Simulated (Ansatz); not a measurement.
Relaxation of cell and atoms of YMg3 (Fm-3m, 4 atoms in the cell) at several settings

```
YMg3
1.0
    0.00000     3.64979     3.64979
    3.64979     0.00000     3.64979
    3.64979     3.64979     0.00000
Y Mg
1 3
Direct
  0.00000   0.00000   0.00000
  0.25000   0.25000   0.25000
  0.75000   0.75000   0.75000
  0.50000   0.50000   0.50000
```

Base: LDA (PW92), default PAW files made with PBE in Ansatz (a first-principles code). Its settings: basis.ecutwfc = 30.9 Ry; kpoints.mp_grid.grid = 6 6 6; hamiltonian.xc = lda; hamiltonian.pseudopotentials = {kind: paw} (the program's default PAW files); scf.occupations.method = gaussian; scf.occupations.width = 0.02 Ry. Starting volume 24.31 Å³ per atom.

Each line gives the change from the base single point and the result:

- hamiltonian.xc: lda → pbesol; relax: default → cell and atoms [DFT, PBEsol, plane waves, default PAW files made with PBE]: pressure 0.00 GPa; final cell a = 5.1310 Å, b = 5.1310 Å, c = 5.1310 Å, α = 60.00°, β = 60.00°, γ = 60.00°; final volume per atom 23.88 Å³; relaxation steps 3.
- relax: default → cell and atoms: pressure -0.02 GPa; final cell a = 5.0606 Å, b = 5.0606 Å, c = 5.0606 Å, α = 60.00°, β = 60.00°, γ = 60.00°; final volume per atom 22.91 Å³; relaxation steps 3; free energy against the base single point -11.1 meV/atom.

The starting cell comes from a database of computed structures (which also holds hypothetical and non-ambient phases and stackings), without a prior relaxation at this level. Ansatz's pressure includes its estimate of the finite-basis (Pulay) stress.

Left out of this page: 1 run of the series outside the window shown, repeating another row's setting, or not comparable.

Keys are those of Ansatz 0.2.
